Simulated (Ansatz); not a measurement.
## Effect of pressure 75 GPa on Na

The parent structure is Na in the bcc (W type) structure (space group Im-3m, No. 229; a = 4.197 Å).

Now apply this change: cell and atoms relaxed at a pressure of 75 GPa.

Method: PBE (Ansatz, a first-principles code; PAW; 420 eV plane waves; scalar-relativistic without spin-orbit coupling). Settings: 16×16×16 k-points, 0.05 eV Fermi–Dirac smearing.

The volume per atom drops by 25.02 Å³, from 36.95 Å³ to 11.93 Å³ and the density grows by 2.17 g/cm³, from 1.03 g/cm³ to 3.20 g/cm³. The lattice parameter a shrinks by 2.490 bohr to 5.440 bohr and the enthalpy H = E + PV relative to the base's energy comes out as +7.87 eV/atom. The band gap is still zero.

Final structure:

```
CELL_PARAMETERS angstrom
     -1.43946     1.43946     1.43946
      1.43946    -1.43946     1.43946
      1.43946     1.43946    -1.43946
ATOMIC_POSITIONS crystal
  Na 0.00000 0.00000 0.00000
```

Load acts through the strain it causes; cell and atoms are relaxed under it. Stability against distortions was not tested. Measured, Na leaves this structure (for fcc) near 65 GPa (temperature not stated; as listed in Olga Degtyareva, NATO science for peace and security series. B, Physics and biophysics (2010)).
